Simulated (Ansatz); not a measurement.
The starting structures come from a database of crystals and need not be the phases stable at ambient conditions.

Tunnelling through a barrier is set by its complex band structure: the current falls as exp(−2κd) with the smallest κ.

Input:

```yaml
crystal:
  lattice:
    - [6.70276, 0.00000, 0.00000]
    - [0.00000, 9.80983, 0.00000]
    - [3.35138, 0.00000, 1.93492]
  atoms:
    - { symbol: Ca, position: [0.66667, 0.00007, 0.00000] }
    - { symbol: Ca, position: [0.33333, 0.50007, 0.00000] }
    - { symbol: H, position: [0.00000, 0.16694, 0.00000] }
    - { symbol: H, position: [0.00000, 0.66694, 0.00000] }
    - { symbol: Cl, position: [0.66667, 0.31667, 0.00000] }
    - { symbol: Cl, position: [0.33333, 0.81667, 0.00000] }
    - { symbol: O, position: [0.00000, 0.06812, 0.00000] }
    - { symbol: O, position: [0.00000, 0.56812, 0.00000] }
```

Space group of this cell: P6_3mc. The cell is taken as given.

Transport runs along the normal of the first two printed cell vectors, the (110) plane of the conventional cell.

The gap is the functional's own, uncorrected, and κ follows it; spin-orbit coupling is left out. Mid-gap values are interpolated between the computed energies.

### Question
Predict the band gap and the smallest decay constant κ at mid-gap from r2SCAN in Ansatz (an electronic-structure program).

### Answer
Gap 6.12 eV on a 16×4×16 mesh; κ = 0.405 1/Å, at the zone centre.
